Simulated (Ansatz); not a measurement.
Consider AlP in the zinc blende structure (space group F-43m, No. 216; a = 5.507 Å).

Level of theory: PBE (Ansatz, a first-principles code, PAW, spin-orbit coupling left out), earlier PAW set.

For the base:

| Item | Value |
|---|---|
| Band gap | 1.63 eV |
| Electron mass | 0.81 mₑ along k, 0.25 mₑ across (at X) |
| Gap character | indirect, Γ → X |
| Lattice parameter a | 5.507 Å |

One thing is altered: Cl takes the place of P on all its sites, then cell and atoms are relaxed.

**Question.** Predict the new band gap.

**Answer.** The band gap goes up by 0.09 eV to 1.72 eV.

**Question.** How does this affect the electron mass?

**Answer.** The electron mass becomes 1.1 mₑ along k, 0.60 mₑ across (at X) (base: 0.81 mₑ along k, 0.25 mₑ across (at X)).

**Question.** How does this affect the gap character?

**Answer.** The gap character goes from indirect, Γ → X to indirect, W → X.

**Question.** How does this affect the lattice parameter a?

**Answer.** The lattice parameter a goes up by 1.2752 Å, from 5.507 Å to 6.783 Å.

Effective masses come from finite differences of ±0.01 Å⁻¹. Along k means along the line from Γ to the band edge. Whether these cells are dynamically stable was not tested. As relaxed here, AlCl is a hypothetical phase, not in the database extracts checked.
